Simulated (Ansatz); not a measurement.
## CuBiSeO (space group P4/nmm, No. 129; a cell from a computed database, its experimental status unchecked)

Space group P4/nmm, origin choice 1 (No. 129); a = b = 3.8955 Å, c = 8.8952 Å, α = β = γ = 90.00°

```json
[
 {"atom": "Cu", "site": "2b", "symmetry": "-4m2", "x": "0.5000", "y": "0.5000", "z": "0.5000"},
 {"atom": "Bi", "site": "2c", "symmetry": "4mm", "x": "0.5000", "y": "0.0000", "z": "0.1419"},
 {"atom": "Se", "site": "2c", "symmetry": "4mm", "x": "0.0000", "y": "0.5000", "z": "0.3272"},
 {"atom": "O", "site": "2a", "symmetry": "-4m2", "x": "0.0000", "y": "0.0000", "z": "0.0000"}
]
```

Level of theory: PBEsol (Ansatz, an electronic-structure program; PAW; 420 eV plane waves; no spin-orbit coupling). Γ-centred 9×9×4 mesh, Fermi–Dirac width 0.05 eV.

The volume per atom is 16.87 Å³ and the density comes out as 9.04 g/cm³. The band gap is 0.31 eV, indirect, k = (0.111, 0.222, 0) in the run's primitive reciprocal basis → Z, the electron mass comes out as 0.29 mₑ along k, 0.11 mₑ across and the total energy comes out as -6204.007 eV/atom (σ→0; compares only within this code and set-up).

Spin-orbit coupling, missing from the scalar runs, can matter with Bi. Effective masses come from finite differences of ±0.01 Å⁻¹. Along k means along the line from Γ to the band edge. Stability against distortions was not tested. No Hubbard U is applied. All final runs are without spin polarisation.
